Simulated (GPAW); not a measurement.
## Worked example: self-consistent single point of RbCl (Fm-3m, 2 atoms in the cell) in GPAW

Computed with PBE, GPAW PAW datasets PBE (gpaw-data 1.0.1) (plane waves; GPAW 25.7.0).

The input file:

```python
from ase import Atoms
from ase.units import GPa
from gpaw import GPAW, PW, FermiDirac

atoms = Atoms(['Rb', 'Cl'],
              cell=[[0.000000, 3.227642, 3.227642],
                    [3.227642, 0.000000, 3.227642],
                    [3.227642, 3.227642, 0.000000]],
              scaled_positions=[[0.000000, 0.000000, 0.000000],
                                [0.500000, 0.500000, 0.500000]],
              pbc=True)

calc = GPAW(mode=PW(550),
            xc='PBE',
            kpts=(9, 9, 9),
            occupations=FermiDirac(0.01),
            nbands=-6,
            convergence={'bands': -4},
            symmetry={'symmorphic': False, 'tolerance': 0.0005},
            maxiter=150)

atoms.calc = calc

energy = atoms.get_potential_energy()
print('Energy (eV):', round(energy, 6))
forces = atoms.get_forces()
print('Forces (eV/Ang):')
print(forces.round(5))
stress = atoms.get_stress()
print('Stress (GPa, Voigt):', (stress / GPa).round(4))
```

Log, with long lists cut:

```
Input parameters:
  convergence: {bands: -4}
  kpts: [9 9 9]
  maxiter: 150
  mode: {ecut: 550.0,
         name: pw}
  nbands: -6
  occupations: {fixmagmom: False,
                name: fermi-dirac,
                width: 0.01}
  symmetry: {symmorphic: False,
             tolerance: 0.0005}
  xc: PBE

species:
  Rb:
    name: Rubidium
    Z: 37.0
    valence: 9
    core: 28
    charge: 0.0
    file: Rb.PBE.gz

    # Using partial waves for Rb as LCAO basis

  Cl:
    name: Chlorine
    Z: 17.0
    valence: 7
    core: 10
    charge: 0.0
    file: Cl.PBE.gz

    # Using partial waves for Cl as LCAO basis

Reference energy: -93658.301819  # eV

Spin-paired calculation

Convergence criteria:
 Maximum [total energy] change in last 3 cyles: 0.0005 eV / valence electron
 Maximum integral of absolute [dens]ity change: 0.0001 electrons / valence electron
 Maximum integral of absolute [eigenst]ate change: 4e-08 eV^2 / valence electron
 Maximum number of scf [iter]ations: 150

Symmetries present (total): 48
Symmetries with fractional translations: 0
729 k-points: 9 x 9 x 9 Monkhorst-Pack grid
35 k-points in the irreducible part of the Brillouin zone
       k-points in crystal coordinates                weights
   0:     0.00000000    0.00000000    0.00000000          1/729
   1:     0.11111111    0.11111111    0.00000000          6/729
   2:     0.11111111    0.11111111    0.11111111          8/729
   [... 7 lines left out ...]
          ...
  34:     0.44444444    0.44444444    0.44444444          8/729

Wave functions: Plane wave expansion
  Cutoff energy: 550.000 eV
  Number of coefficients (min, max): 1954, 2004
  Pulay-stress correction: 0.000000 eV/Ang^3 (de/decut=0.000000)

Occupation numbers: Fermi-Dirac:
  width: 0.0100  # eV

Eigensolver

Densities:
  Coarse grid: 25*25*25 grid
  Fine grid: 50*50*50 grid
  Total Charge: 0.000000

Density mixing:
  Method: separate
  Backend: pulay
  Linear mixing parameter: 0.05
  old densities: 5
  Damping of long wavelength oscillations: 50

Hamiltonian:
  XC and Coulomb potentials evaluated on a 50*50*50 grid
  External potential:
    NoExternalPotential

XC parameters: PBE with 2 nearest neighbor stencil

Number of atoms: 2
Number of atomic orbitals: 9
Number of bands in calculation: 14
Number of valence electrons: 16
Bands to converge: 10

Density initialized from atomic densities
  9 bands from LCAO basis set
  5 bands from random numbers

Atomic positions and initial magnetic moments

Positions:
   0 Rb     0.000000    0.000000    0.000000    ( 0.0000,  0.0000,  0.0000)
   1 Cl     3.227642    3.227642    3.227642    ( 0.0000,  0.0000,  0.0000)

Unit cell:
           periodic     x           y           z      points  spacing
  1. axis:    yes    0.000000    3.227642    3.227642    25     0.1491
  2. axis:    yes    3.227642    0.000000    3.227642    25     0.1491
  3. axis:    yes    3.227642    3.227642    0.000000    25     0.1491

  Lengths:   4.564575   4.564575   4.564575
  Angles:   60.000000  60.000000  60.000000

Effective grid spacing dv^(1/3) = 0.1627

     iter     time        total  log10-change:
                         energy   eigst   dens
iter:   1 --:--:--    -6.780655   +1.25
iter:   2 --:--:--    -6.734596   +0.27  -1.27
iter:   3 --:--:--    -6.564505   -0.65  -1.30
iter:   4 --:--:--    -6.567632   -1.35  -1.56
iter:   5 --:--:--    -6.578484   -1.80  -1.63
iter:   6 --:--:--    -6.577929   -2.70  -2.53
iter:   7 --:--:--    -6.578873c  -3.42  -2.65
iter:   8 --:--:--    -6.578008c  -3.91  -2.59
iter:   9 --:--:--    -6.578003c  -4.25  -3.13
iter:  10 --:--:--    -6.577990c  -4.99  -3.12
iter:  11 --:--:--    -6.577989c  -5.99  -3.97
iter:  12 --:--:--    -6.577989c  -6.73  -4.23c
iter:  13 --:--:--    -6.577989c  -7.39  -4.29c
iter:  14 --:--:--    -6.577989c  -7.77c -4.28c

Converged after 14 iterations.

Dipole moment: (-0.000000, -0.000000, -0.000000) |e|*Ang

Energy contributions relative to reference atoms: (reference = -93658.301819)

Kinetic:        +10.706536
Potential:       -9.784253
External:        +0.000000
XC:              -7.470651
Entropy (-ST):   -0.000000
Local:           -0.029621
SIC:             +0.000000
--------------------------
Free energy:     -6.577989
Extrapolated:    -6.577989

Showing only first 2 kpts
 Kpt  Band  Eigenvalues  Occupancy
  0     6      0.10194    2.00000
  0     7      0.10194    2.00000
  0     8      5.29371    0.00000
  0     9      8.11773    0.00000

  1     6      0.08155    2.00000
  1     7      0.08155    2.00000
  1     8      5.67292    0.00000
  1     9      7.76743    0.00000

Fermi level: 1.97538

Gap: 5.192 eV
Transition (v -> c):
  (s=0, k=0, n=7, [0.00, 0.00, 0.00]) -> (s=0, k=0, n=8, [0.00, 0.00, 0.00])
No difference between direct/indirect transitions
Energy (eV): -6.577989

Forces in eV/Ang:
  0 Rb    0.00000   -0.00000    0.00000
  1 Cl    0.00000   -0.00000    0.00000

Stress tensor:
    -0.012821     0.000000     0.000000
     0.000000    -0.012821    -0.000000
     0.000000    -0.000000    -0.012821
Stress (GPa, Voigt): [-2.0542 -2.0542 -2.0542 -0.      0.      0.    ]
```

The run converged in 14 iterations. GPAW prints stress with tension positive.

The starting cell comes from a database of computed structures (which also holds hypothetical and non-ambient phases and stackings), without a prior relaxation at this level. Its lattice was rescaled by a random factor within 2.5 % of one.
